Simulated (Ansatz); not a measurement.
A (8,0) blue phosphorus nanotube has 32 atoms in a period of 5.627 Å, a mean diameter of 8.70 Å, and lies 114 meV/atom over the flat sheet relaxed at the same level.

All values below come from PBE (plane waves to 420 eV, PAW; Ansatz, a quantum-chemistry and plane-wave program). Mesh 1×1×6. No spin polarisation. Isolated but for its images some 11 Å away. A hypothetical model, rolled from the flat sheet. It keeps the symmetry and period of its start, so it need not be a minimum against all distortions.

Q: Which bending rigidity of the sheet does this imply in the thin-plate picture?

A: A plate bent to radius R stores D/(2R²) an area. The area an atom is π × 8.70 × 5.627/32 = 4.81 Å², so the stored energy is 0.114/4.81 = 0.0237 eV/Å². With R = 4.350 Å, D = 2R² × 0.0237 = 0.90 eV.
